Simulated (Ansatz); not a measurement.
The starting structures come from a database of crystals and need not be the phases stable at ambient conditions.

By PBEsol, the system below comes out a metal.

The ballistic (Sharvin) conductance counts the channels at the Fermi level: G/A = (e²/h) × channels of both spins per area.

```xyz
4
Lattice="4.5705 0.0000 0.0000 0.0000 4.8758 0.0000 0.0000 0.0000 2.7751" Properties=species:S:1:pos:R:3 pbc="T T T"
Ti     3.4278     3.4251     0.0000
Ti     1.1426     1.4506     0.0000
Pd     3.4278     0.9098     1.3875
Pd     1.1426     3.9660     1.3875
```

Space group of this cell: Pmma. The cell is taken as given; by PBEsol its mean pressure is -3.9 GPa.

The current flows along the normal of the first two printed cell vectors. No spin-orbit coupling; the value is a mean over 0.1 eV about the Fermi level.

Question: State the ballistic conductance per area according to Ansatz (a quantum-chemistry and plane-wave program) with PBEsol.

Answer: 1.0 × 10¹⁵ S/m² for both spins.
